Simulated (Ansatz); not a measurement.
**GaN, response to strain**

Base system: GaN in the zinc blende structure (space group F-43m, No. 216).

```xyz
2
Lattice="0.0000 2.2490 2.2490 2.2490 0.0000 2.2490 2.2490 2.2490 0.0000" Properties=species:S:1:pos:R:3 pbc="T T T"
Ga     0.0000     0.0000     0.0000
N      1.1245     1.1245     1.1245
```

Cartesian axes are those of the cell as printed.

Strains are applied to the cell and any free atomic positions relax.

The values are results of r2SCAN in Ansatz (plane waves to 500 eV, PAW, no SOC), not measurements.

Notes on the quantities. energy relative to the base: free energy F.

```json
[
 {"uniaxial strain ε_zz (%)": "0", "energy relative to the base (meV/atom)": "0.0"},
 {"uniaxial strain ε_zz (%)": "0.5", "energy relative to the base (meV/atom)": "0.3"},
 {"uniaxial strain ε_zz (%)": "1", "energy relative to the base (meV/atom)": "?"},
 {"uniaxial strain ε_zz (%)": "1.5", "energy relative to the base (meV/atom)": "2.3"},
 {"uniaxial strain ε_zz (%)": "2", "energy relative to the base (meV/atom)": "4.0"},
 {"uniaxial strain ε_zz (%)": "2.5", "energy relative to the base (meV/atom)": "6.2"},
 {"uniaxial strain ε_zz (%)": "3", "energy relative to the base (meV/atom)": "8.9"}
]
```

Task: Fit ΔE = Aε² + Bε³ (ε in %) to the rows shown and predict the withheld row.

Result: Least squares on the printed values gives A = 1.03 and B = -0.016 meV/atom (largest residual 0.0 meV/atom); this predicts 1.0 meV/atom, and the run gives 1.0 meV/atom, in agreement.

Whether these cells are dynamically stable was not tested. This is not the structure that GaN has at room temperature and ambient pressure.

Ansatz is an electronic-structure program.
